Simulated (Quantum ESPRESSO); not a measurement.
How a calculation on YGaPt (Pnma, 12 atoms in the cell) responds to its settings

```
CELL_PARAMETERS angstrom
      6.97185     0.00000     0.00000
      0.00000     4.42310     0.00000
      0.00000     0.00000     7.61057
ATOMIC_POSITIONS crystal
  Y  0.98810 0.25000 0.70060
  Y  0.01190 0.75000 0.29940
  Y  0.51190 0.75000 0.20060
  Y  0.48810 0.25000 0.79940
  Ga 0.32353 0.25000 0.42186
  Ga 0.67647 0.75000 0.57814
  Ga 0.17647 0.75000 0.92186
  Ga 0.82353 0.25000 0.07814
  Pt 0.21828 0.25000 0.09439
  Pt 0.78172 0.75000 0.90561
  Pt 0.28172 0.75000 0.59439
  Pt 0.71828 0.25000 0.40561
```

Base run A: Quantum ESPRESSO 7.5 with PBEsol, GBRV 1.5 ultrasoft (PBESOL) pseudopotentials, self-consistent single point.

Its settings: ecutwfc = 50 Ry; ecutrho = 400 Ry; occupations = smearing; smearing = cold; degauss = 0.0099958 Ry; K_POINTS = automatic 3 4 3 0 0 0; conv_thr = 1e-10 Ry; mixing_beta = 0.4.

The starting cell comes from a database of computed structures (which also holds hypothetical and non-ambient phases and stackings), without a prior relaxation at this level. Its lattice was rescaled by a random factor within 2.5 % of one. Spin polarisation is off. In the base run, with a pressure of about -4 GPa the cell is away from its equilibrium volume at this level. Without a gap this mesh is coarse (it stands for a supercell whose shortest vector is 18 Å).

A dash stands where there is no value to compare (another energy zero or no entropy term, no result, no spin, no clean gap, or a mesh too coarse for one). 

Run A gave: pressure (GPa) -3.71; largest force (eV/Å) 0.105.

Runs:
- B: vdw_corr: default → grimme-d3; dftd3_version: default → 3; dftd3_threebody: default → false [PBEsol-D3(0)]
- C: vdw_corr: default → grimme-d3; dftd3_version: default → 4; dftd3_threebody: default → false [PBEsol-D3(BJ)]
- D: vdw_corr: default → grimme-d3; dftd3_version: default → 4; dftd3_threebody: default → true [PBEsol-D3(BJ) with three-body term]

### Question
What does run B change against A?

### Answer
The pressure goes from -3.71 to -7.13 GPa and the largest force goes from 0.105 to 0.151 eV/Å.

### Question
What does run D change against A?

### Answer
The pressure goes from -3.71 to -7.08 GPa and the largest force moves little (0.105 to 0.109 eV/Å).

```
run  pressure (GPa)  largest force (eV/Å)  dispersion energy (eV/atom)
---  --------------  --------------------  ---------------------------
A             -3.71                 0.105                            –
B             -7.13                 0.151                       -0.346
C             -7.79                 0.108                       -0.488
D             -7.08                 0.109                       -0.445
```

Left out of this page: 1 run of the series held back from this collection.
